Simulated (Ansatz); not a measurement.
Base system: FeGe in the rock salt structure (space group Fm-3m, No. 225; a = 4.9460 Å; ferromagnetic; a hypothetical phase, not in the database extracts checked).

Method: Ansatz (a quantum-chemistry and plane-wave program), PBE, PAW, cutoff 420 eV, without spin-orbit coupling, earlier PAW set.

One change was made to it. Results:

The largest site moment shrinks by 2.18 μB to 0.00 μB; the magnetic state goes from ferromagnetic to non-magnetic; the lattice parameter a falls by 0.369 Å, from 4.946 Å to 4.577 Å.

**Question.** Which change produced these results?
A. pressure 4.2 GPa
B. pressure 1.8 GPa
C. pressure 30 GPa
D. pressure −1 GPa
E. pressure 9 GPa

**Answer.** C, pressure 30 GPa. For comparison, the magnetic state in the other runs: pressure 9 GPa gives ferromagnetic; pressure 1.8 GPa gives ferromagnetic; pressure −1 GPa gives ferromagnetic; pressure 4.2 GPa gives ferromagnetic.

Other magnetic orders, which the real material may have, were not ruled out. Load acts through the strain it causes; cell and atoms are relaxed under it. Stability against distortions was not tested. No other phases were tried under pressure. Seeded moments were not kept for pressure 30 GPa and pressure 9 GPa.
